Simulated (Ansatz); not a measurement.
# CsSnBr3 under a change: tensor shear ε_xz = +1.52 %

The parent structure is CsSnBr3 in the cubic perovskite structure (space group Pm-3m, No. 221; a = 5.764 Å). Axes: x, y, z lie along the cube axes.

Now apply this change: tensor shear ε_xz = +1.52 % (engineering shear γ = 0.0304), atoms relaxed at fixed cell.

Method: PBEsol (Ansatz, a program for electronic structure), no spin-orbit coupling. Γ-centred 6×6×6 mesh, Fermi–Dirac width 0.05 eV.

```tsv
quantity	base	changed	shift
volume per atom	38.31 Å³	38.30 Å³	-0.01 Å³
space group	Pm-3m (No. 221)	Cmmm (No. 65)	–
shortest interatomic distance	2.882 Å	2.882 Å	0.000 Å
energy relative to the base (free energy F)	0 meV/atom	+0.5 meV/atom	+0.5 meV/atom
pressure (mean of the normal stresses, compression positive)	0.00 GPa	0.00 GPa	0.00 GPa
band gap	0.22 eV	0.17 eV	-0.05 eV
gap character	–	direct at T	–
valley order (the lowest conduction-band minima on the path, energy above the VBM, named in the base's zone)	R along ⟨111⟩ 0.22 eV	R along [111] 0.17 eV; M along [110] 0.80 eV	–
stress (xx, yy, zz, yz, xz, xy; compression positive)	–	(0.00, 0.00, 0.00, 0.00, -0.15, 0.00) GPa	–
```

Final structure:

```
CsSnBr3
1.0
    5.76450     0.00000     0.08762
    0.00000     5.76450     0.00000
    0.08762     0.00000     5.76450
Cs Sn Br
1 1 3
Cartesian
  0.00000   0.00000   0.00000
  2.92606   2.88225   2.92606
  0.04381   2.88225   2.88225
  2.88225   2.88225   0.04381
  2.92606   0.00000   2.92606
```

The cells carry an imposed strain or load. No phonon test of stability was made. Many cubic perovskites are stable only at high temperature; tilts and polar distortions were not tested. A zero or small gap of CsSnBr3 can be the functional's error rather than a property of the material. Labels are those of the standard path for the cell's own space group.
